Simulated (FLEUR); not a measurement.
Input and output of a self-consistent single point for KBr (Fm-3m, 2 atoms in the cell) (FLEUR).

Method: PBE, all-electron FLAPW (FLEUR), scalar-relativistic valence.

The change in words: lattice scaled by 0.98. Reference geometry:
```yaml
crystal:
  lattice:
    - [0.00000, 3.30000, 3.30000]
    - [3.30000, 0.00000, 3.30000]
    - [3.30000, 3.30000, 0.00000]
  atoms:
    - { symbol: K, position: [0.00000, 0.00000, 0.00000] }
    - { symbol: Br, position: [0.50000, 0.50000, 0.50000] }
```

Reference input (self-consistent single point, DFT, PBE, all-electron FLAPW (FLEUR), scalar-relativistic valence): Kmax = 4.5 1/bohr; GmaxXC = 22.5 1/bohr; xcFunctional = pbe; jspins = 1; l_soc = F; mode = hist; fermiSmearingEnergy = 0.00183747 Htr; mesh (inpgen div1-3) = 6 6 6; inpgen gamma flag = true; Gmax = 22.5 1/bohr; numbands = 0; maxIterBroyd = 15. This run's input differs from it in these lines:

```diff
@@ -3,5 +3,5 @@
 &input film=f /
-0.0000000000 3.3000000000 3.3000000000
-3.3000000000 -0.0000000000 3.3000000000
-3.3000000000 3.3000000000 -0.0000000000
+-0.0000000000 3.2340000000 3.2340000000
+3.2340000000 -0.0000000000 3.2340000000
+3.2340000000 3.2340000000 -0.0000000000
 1.8897261246
@@ -43,5 +43,5 @@
          <bravaisMatrix>
-            <row-1>    0.0000000000000000     6.2360962111799996     6.2360962111799996</row-1>
-            <row-2>    6.2360962111799996     0.0000000000000000     6.2360962111799996</row-2>
-            <row-3>    6.2360962111799996     6.2360962111799996     0.0000000000000000</row-3>
+            <row-1>    0.0000000000000000     6.1113742869563996     6.1113742869563996</row-1>
+            <row-2>    6.1113742869563996     0.0000000000000000     6.1113742869563996</row-2>
+            <row-3>    6.1113742869563996     6.1113742869563996     0.0000000000000000</row-3>
          </bravaisMatrix>
```

Output (repeated stretches shortened):

```
 Iteration:     1   Distance:       3.09047475 me/bohr^3
 Iteration:     2   Distance:       2.78564367 me/bohr^3
 Iteration:     3   Distance:       1.35841625 me/bohr^3
 Iteration:     4   Distance:       0.59907317 me/bohr^3
 Iteration:     5   Distance:       0.56330814 me/bohr^3
   [... 6 lines left out ...]
 Iteration:    12   Distance:       0.00021880 me/bohr^3
 Iteration:    13   Distance:       0.00002680 me/bohr^3
 Iteration:    14   Distance:       0.00002691 me/bohr^3
 Iteration:    15   Distance:       0.00000126 me/bohr^3
 Run finished successfully
 Stop message:
   Structural relaxation: Done

[file out, last iteration]
             iter=     16
[...]
          total density-effective poten   -5.1411914982E+03
          total charge density-energy d   -1.2580888135E+02
 Updated energy parameters for spin:           1
[...]
 fermi energy and band-weighting factors:

[...]
FERMIE:
          first approx. to ef    (T=0)  :   0.028857 htr   (energy of the highest occ. eigenvalue)
          number of occ. states  (T=0)  :        208
          first approx. to seigv (T=0)  : -26.142342 htr
          sum of weights of occ. states :  13.000000
          sum of semicore charge        :   0.000000 e
FERHIS:  Fermi-Energy by histogram:
          bandgap                     :   0.169229 htr
   [... lines left out ...]
          charge neutrality (T=0)     :   0.000000    (zero if the highest occ. eigenvalue is "entirely" occupied)
 Direct bandgap for spin            1 :   0.16922874122994147       Htr
 ---->    free energy=                     -3208.9039131594 htr
   [... lines left out ...]
      extrapolation for T->0
 ---->    total electron energy=           -3208.9039131594 htr
 ***** TOTAL FORCES ON ATOMS *****
 TOTAL FORCE FOR ATOM TYPE=  1  X=  0.000   Y=  0.000   Z=  0.000
                       FX_TOT= 0.000000 FY_TOT= 0.000000 FZ_TOT= 0.000000
 TOTAL FORCE FOR ATOM TYPE=  2  X=  6.111   Y=  6.111   Z=  6.111
                       FX_TOT= 0.000000 FY_TOT= 0.000000 FZ_TOT= 0.000000
 Structural relaxation: Done
```

The run converged in 15 iterations. FLEUR gives forces in its relaxation mode, with a further iteration, so its stop message speaks of a relaxation. Against the reference run the free energy rises by 16.7 meV/atom and the gap on the mesh goes from 4.436 to 4.605 eV.

The starting cell has typed, rounded lattice constants, without a prior relaxation at this level. For this run, on top of that: lattice scaled by 0.98. Values depend on the basis (sphere radii, cutoffs, local orbitals), which need not be converged.

Cost on one core of a shared machine: roughly 2 min.
